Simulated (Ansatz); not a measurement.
**NbAs (model structure, started from the CrB type, Cmcm, No. 63, 4 atoms in the cell)**

These are PBEsol (Ansatz, a quantum-chemistry and plane-wave program, plane waves, PAW) values and carry that method's errors.

Settings: plane-wave cutoff 500 eV, 10×10×10 k mesh, Fermi–Dirac smearing 0.05 eV, no spin polarisation, scalar-relativistic PAW data made under PBE.

Cell (relaxed at this level):

```yaml
crystal:
  lattice:
    - [1.65014, -4.72251, 0.00000]
    - [1.65014, 4.72251, 0.00000]
    - [0.00000, 0.00000, 4.44007]
  atoms:
    - { symbol: As, position: [0.61763, 0.38237, 0.25000] }
    - { symbol: As, position: [0.38237, 0.61763, 0.75000] }
    - { symbol: Nb, position: [0.90370, 0.09630, 0.25000] }
    - { symbol: Nb, position: [0.09630, 0.90370, 0.75000] }
```

For NbAs (model structure, started from the CrB type, Cmcm, No. 63, 4 atoms in the cell), the band gap is none.

Note: the relaxation could raise the start's symmetry but not lower it, so the cell can be a saddle point.

Spin–orbit coupling is not included.

The computed numbers hold no vibrational or temperature effects.

It cost around 8 core-minutes (rough) of CPU time.

A model structure was made by putting elements into a prototype or built by hand; it is no filed structure, need not be a known phase, and can be a saddle point held by its symmetry.
